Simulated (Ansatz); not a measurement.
```xyz
5
Lattice="3.9515 0.0000 0.0000 0.0000 3.9515 0.0000 0.0000 0.0000 3.9515" Properties=species:S:1:pos:R:3 pbc="T T T"
Ag     0.0000     0.0000     0.0000
Ta     1.9757     1.9757     1.9757
O      0.0000     1.9757     1.9757
O      1.9757     1.9757     0.0000
O      1.9757     0.0000     1.9757
```

The cell was generated from a structure type, relaxed within its symmetry, and need not be the phase found at ambient conditions. Spin-orbit coupling is not included. The cell is fixed at its relaxed static size. Melting and transitions to other phases are not modelled.

Estimate each atom's mean-square displacement (sum over three axes) at 1000 K from path-integral sampling on the energy surface fitted in the stochastic self-consistent harmonic approximation in a 2×2×2 supercell, Ansatz (a quantum-chemistry and plane-wave program), PBEsol functional, plane-wave PAW.

Ag1 0.12 Å², Ta2 0.046 Å², O3 0.16 Å², O4 0.16 Å², O5 0.16 Å². Waves longer than the supercell are missing, so the values are low for an infinite crystal. Over all wave vectors of the supercell the softest harmonic mode is 157i cm⁻¹ at q = (0.00, 0.50, 0.50); the softest of the Hessian is 26i cm⁻¹ at q = (0.00, 0.50, 0.50) at 300 K (error 28; the run's verdict: undecided), 42 cm⁻¹ at q = (0.00, 0.50, 0.50) at 1000 K (error 14; the run's verdict: undecided).
